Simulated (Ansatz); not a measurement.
Consider Au-vacancy pair (Au on one host Ru site, one Ru site vacant) in hcp Ru, neutral cell. Calculation: PBE, PAW (plane waves to 420 eV; Ansatz, an electronic-structure program).

36-site cell at the relaxed PBE lattice, a 2×2×2 k-point mesh shifted by half a step along c, smearing 0.10 eV, spin-restricted, no finite-size correction. Energies are static. Spin-orbit coupling is left out. Forms of the defect that were not tried may lie lower.

Barriers: single points on a 4×4×4 k-point mesh shifted by half a step along c at the bands' geometries.

Relaxed starting cell (atoms counted from 1):

```xyz
35
Lattice="8.1642 0.0000 0.0000 -4.0821 7.0704 0.0000 0.0000 0.0000 8.5861" Properties=species:S:1:pos:R:3 pbc="T T T"
Au    -0.0663     1.5435     1.1890
Ru    -0.0466     1.5550     5.3806
Ru    -1.4041     3.9597     1.0930
Ru    -1.3870     3.9245     5.3923
Ru    -2.7249     6.2472     1.0930
Ru    -2.7469     6.2798     5.3924
Ru     2.7465     1.5760     1.1023
Ru     2.7197     1.5848     5.3974
Ru     1.3684     3.9633     1.1024
Ru     1.3624     3.9359     5.3974
Ru    -0.0185     6.2848     1.0911
Ru    -0.0100     6.2898     5.4023
Ru     5.3826     1.5548     1.0941
Ru     5.4458     1.5502     5.3832
Ru     4.0525     3.9215     1.0971
Ru     4.0591     3.9254     5.3977
Ru     2.6676     6.2569     1.0942
Ru     2.6954     6.3140     5.3833
Ru     1.3980     0.7670     3.2952
Ru     1.3491     0.7865     7.4927
Ru    -0.0069     3.2000     3.2952
Ru    -0.0144     3.1480     7.4927
Ru    -1.3815     5.4980     3.2561
Ru    -1.3815     5.4979     7.5277
Ru     4.0539     0.7766     3.2563
Ru     4.0699     0.7861     7.5282
Ru     2.7059     3.1442     3.2499
Ru     2.7020     3.1419     7.5337
Ru     1.3296     5.4953     3.2564
Ru     1.3459     5.5045     7.5282
Ru     6.7710     0.7775     7.5132
Ru     5.4180     3.1600     3.2512
Ru     5.4284     3.1379     7.5398
Ru     4.0757     5.4849     3.2512
Ru     4.0618     5.5049     7.5398
```

End state 1 differs by these moves (Å; atoms that move under 0.08 Å are left out):

```
atom  element     Δx     Δy    Δz
----  -------  -----  -----  ----
1          Au  -1.26  -0.73  1.97
```

**Question.** Give the forward and backward barriers to end state 1 at the level PBE, PAW.

**Answer.** forward 1.55 eV, backward 1.55 eV; at the saddle point atom 1 has neighbours 4 Ru at 2.54, 4 Ru at 3.03, 2 Ru at 3.29 Å. The saddle point's order was not checked, and it lies on a symmetry element of the cell, where a band can be held.
